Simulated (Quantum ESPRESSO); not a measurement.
Quantum ESPRESSO 7.5, DFT, PBE, plane waves, PseudoDojo 0.5 standard norm-conserving PBE (local tails restored to the Coulomb form): bcc W, 1 atom. Basis and mesh were picked for this test and aren't claimed converged.

```fortran
&CONTROL
  calculation = 'scf'
  pseudo_dir = './pseudo'
  outdir = './out'
  tprnfor = .true.
  tstress = .false.
/
&SYSTEM
  ibrav = 0
  nat = 1
  ntyp = 1
  ecutwfc = 74.0
  ecutrho = 296.0
  occupations = 'smearing'
  smearing = 'mv'
  degauss = 0.02
/
&ELECTRONS
  conv_thr = 1e-09
/
ATOMIC_SPECIES
W 183.8400 W.upf
CELL_PARAMETERS angstrom
 -1.582500000000   1.582500000000   1.582500000000
  1.582500000000  -1.582500000000   1.582500000000
  1.582500000000   1.582500000000  -1.582500000000
ATOMIC_POSITIONS crystal
W   0.000000000000   0.000000000000   0.000000000000
K_POINTS automatic
18 18 18 0 0 0
```

```bash
OMP_NUM_THREADS=4 OPENBLAS_NUM_THREADS=1 mpirun -np 12 pw.x -nk 12 -in pw.in
```

The program reports k-points computed: 195, bands: 11, electrons: 14, G-vectors of the density: 9213, FFT grid: 30×30×30, symmetry operations: 48.

It runs on a single node (AMD EPYC (Zen 5), 96 cores on 1 socket, no SMT, 12 L3 cache groups; 94 cores' worth of CPU time may be used).

On 12 ranks × 4 threads, 1 BLAS thread this takes 3.7 s. Times are wall-clock medians of two to five runs, from launch to exit, with nothing else on the machine. Processes are pinned to neighbouring cores unless said otherwise. The build: conda-forge: Open MPI 5.0, OpenMP, OpenBLAS 0.3.34 (pthreads), FFTW, ScaLAPACK, ELPA; another build can shift the numbers. Scratch files lie in a memory file system. This build's BLAS runs threads of its own beside OpenMP's, on the same cores; «BLAS threads» counts them.

Q: Make this run faster without changing its result beyond 1.0 meV/atom in energy. Keep to 48 cores.

A: One answer among several that fit: going from 12 ranks × 4 threads, 1 BLAS thread, -nk 12 to 48 ranks, -nk 48, the fastest of the measured ones that keep the result.

```diff
-OMP_NUM_THREADS=4 OPENBLAS_NUM_THREADS=1 mpirun -np 12 pw.x -nk 12 -in pw.in
+OMP_NUM_THREADS=1 mpirun -np 48 pw.x -nk 48 -in pw.in
```

Time: 3.7 s to 1.4 s (2.6× as fast). The largest move is in FFTs of H·ψ (vloc_psi): 1.9 s to 0.23 s. These two results differ by: energy equal as printed. Others tried: 24 ranks × 2 threads, 1 BLAS thread, -nk 24 (2.5 s); 6 ranks × 8 threads, 1 BLAS thread, -nk 6 (6.5 s); 24 ranks × 2 threads, 2 BLAS threads, -nk 24 (7.8 s); 12 ranks × 4 threads, 4 BLAS threads, -nk 12 (20 s); 3 ranks × 16 threads, 1 BLAS thread, -nk 3 (32 s). Repeats scatter by up to 10 %. Launch, exit and the like take 0.60 s of the 1.4 s. 2 further settings of this study gave no repeated timing (cut by our limit, run once, or disturbed). 3 planned settings were not run, for want of time.
